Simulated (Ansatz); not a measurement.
**Habitual settings against a tight run: the (100) slab of BiPd6Pb (cut from a parent of space group no. 123; 16 atoms in the cell)**

Self-consistent single point.

```xyz
16
Lattice="4.1556 0.0000 0.0000 0.0000 8.3007 0.0000 0.0000 0.0000 20.1400" Properties=species:S:1:pos:R:3 pbc="T T T"
Bi     0.0000     0.0000     9.0466
Bi     0.0000     0.0000    13.1400
Pd     2.0778     0.0000     7.0000
Pd     2.0778     4.1503     7.0000
Pd     0.0000     2.0804     7.0000
Pd     0.0000     6.2203     7.0000
Pd     2.0778     2.0804     9.0466
Pd     2.0778     6.2203     9.0466
Pd     2.0778     0.0000    11.0933
Pd     2.0778     4.1503    11.0933
Pd     0.0000     2.0804    11.0933
Pd     0.0000     6.2203    11.0933
Pd     2.0778     2.0804    13.1400
Pd     2.0778     6.2203    13.1400
Pb     0.0000     4.1503     9.0466
Pb     0.0000     4.1503    13.1400
```

Method: PBEsol, default PAW files made with PBE (plane waves; Ansatz, a first-principles code).

Base settings: basis.ecutwfc = 420 eV; kpoints.mp_grid.grid = 6 3 1; hamiltonian.xc = pbesol; hamiltonian.pseudopotentials = {kind: paw} (the program's default PAW files); scf.occupations.method = cold; scf.occupations.width = 0.272 eV; efield.axis = 3; efield.dipole_correction = true.

Tight run (finer mesh or higher cutoff; not a proven limit): basis.ecutwfc: 420 eV → 590 eV; kpoints.mp_grid.grid: 6 3 1 → 9 5 1; scf.convergence.dr2_threshold: default (1e-07 eV) → 1e-09 eV. It gave Fermi level (on the code's own zero) 4.24 eV; largest force (vector length) 1.173 eV/Å.

Quick runs, as changes from the base:
- A: the base itself
- B: basis.ecutwfc: 420 eV → 210 eV; kpoints.mp_grid.grid: 6 3 1 → 2 2 1; scf.occupations.method: cold → methfessel_paxton; scf.convergence.dr2_threshold: default (1e-07 eV) → 0.001 eV
- C: basis.ecutwfc: 420 eV → 335 eV; kpoints.mp_grid.grid: 6 3 1 → 2 2 1
- D: basis.ecutwfc: 420 eV → 210 eV; kpoints.mp_grid.grid: 6 3 1 → 4 4 1; scf.convergence.dr2_threshold: default (1e-07 eV) → 0.0001 eV
- E: basis.ecutwfc: 420 eV → 250 eV; kpoints.mp_grid.grid: 6 3 1 → 6 6 1; hamiltonian.xc: pbesol → lda; scf.occupations.method: cold → gaussian [LDA (PW92)]

Energies are extrapolated to zero smearing width, which holds to low order in the width alone.

Dashes: time of B, C, D, under 30 s; energy of E, another energy zero.

† marks runs with another functional, U, potentials or spin treatment: their distance from the tight run is not a convergence error alone.

The count of work is k-points × plane waves × bands × iterations; it is no time. Core times come from one kind of shared machine and are given to one figure; runs under 30 s give none.

The starting cell comes from a database of computed structures (which also holds hypothetical and non-ambient phases and stackings), without a prior relaxation at this level. The slab is cut from that crystal, and its faces are unrelaxed. Its lattice was rescaled in the plane by a random factor within 2.5 % of one. Spin polarisation is off. In the base run, forces exceed 1 eV/Å.

```
run  energy less tight (meV/atom)  largest miss in a force vector (eV/Å)  count of work / tight  core time / tight (rough)
---  ----------------------------  -------------------------------------  ---------------------  -------------------------
A                             1.1                                  0.040                   0.25                        0.2
B                          7434.8                                  1.279                  0.028                          –
C                            29.9                                  0.248                  0.081                          –
D                          7487.5                                  1.192                  0.090                          –
E†                              –                                  0.246                   0.23                        0.2
```

Among the runs at the tight run's level, the energy misses run from 1.1 to 7487.5 meV/atom.

Left out of this page: 1 run of the series outside the window shown, repeating another row's setting, or not comparable.

Keys are those of Ansatz 0.2.
